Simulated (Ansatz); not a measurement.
## GaP, response to strain

Take GaP in the zinc blende structure (space group F-43m, No. 216; a = 5.391 Å) as the base. Axes: x, y, z lie along the cube axes.

Strains are applied to the cell and any free atomic positions relax.

Calculations: Ansatz (a first-principles code) LDA, without spin-orbit coupling.

Notes on the quantities. energy relative to the base: free energy F.

| uniaxial strain ε_zz (%) | energy relative to the base (meV/atom) |
|---|---|
| 0 | 0.0 |
| 0.5 | 0.2 |
| 1 | 0.9 |
| 1.5 | 2.0 |
| 2 | ? |
| 2.5 | 5.4 |
| 3 | 7.7 |

**Question.** Fit ΔE = Aε² + Bε³ (ε in %) to the rows shown and predict the withheld row.

**Answer.** Least squares on the printed values gives A = 0.915 and B = -0.020 meV/atom (largest residual 0.0 meV/atom); this predicts 3.5 meV/atom, and the run gives 3.4 meV/atom, in agreement.

No phonon test of stability was made.
